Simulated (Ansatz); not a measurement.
Formation energy of the localised charge states of V_O in monoclinic HfO2 (start: the O(2,4-fold) site; 96-site cell, 2×2×2 shifted sampling) against the Fermi level, O-rich (Δμ(O) = 0.00 eV; only phases computed here count, gases as isolated molecules at 0 K). The numbers are results of PBE, PAW (plane waves to 420 eV; Ansatz, an electronic-structure program), not measurements.

Charges from +2 to −1 were run; one beyond them could lie lower near a band edge.

Set-up: 96-site cell; 2×2×2 shifted k-points; host gap 4.04 eV; charged states image-corrected; no spin–orbit coupling; not converged in cell size; flagged in the runs: a doubtful potential alignment, a host whose relaxation on this sampling wasn't shown to rest.

Left out: charge −1 (level within 0.1 eV of a band edge or past it).

```csv
E_F − E_VBM (eV),q = +2,q = +1,q = 0
0.00,1.31,3.62,6.19
0.50,2.32,4.13,6.19
1.01,3.33,4.63,6.19
1.51,4.34,5.14,6.19
2.02,5.35,5.64,6.19
2.52,6.36,6.15,6.19
3.03,7.37,6.65,6.19
3.53,8.38,7.16,6.19
4.04,9.39,7.66,6.19
```

Crossings of the lowest lines: (+2/+1) at 2.31 eV; (+1/0) at 2.56 eV.
